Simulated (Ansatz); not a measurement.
Base system: Mo in the bcc (W type) structure (space group Im-3m, No. 229).

```xyz
1
Lattice="-1.5753 1.5753 1.5753 1.5753 -1.5753 1.5753 1.5753 1.5753 -1.5753" Properties=species:S:1:pos:R:3 pbc="T T T"
Mo     0.0000     0.0000     0.0000
```

Calculations: Kohn–Sham DFT with the r2SCAN functional, run in Ansatz (a quantum-chemistry and plane-wave program) with PAW and 500 eV plane waves, no spin-orbit coupling.

Before the change:

```
Property                 Result
-------------------  ----------
Lattice parameter a  5.954 bohr
```

One thing is altered: every Mo is replaced by Nb; the structure is relaxed again.

Tabulated Pauling electronegativity and covalent radius: Mo 2.16, 1.54 Å; Nb 1.60, 1.64 Å.

Task: Estimate the effect on the lattice parameter a.

Result: The lattice parameter a increases by 0.287 bohr, from 5.954 bohr to 6.241 bohr.

Whether these cells are dynamically stable was not tested. All final runs are without spin polarisation.
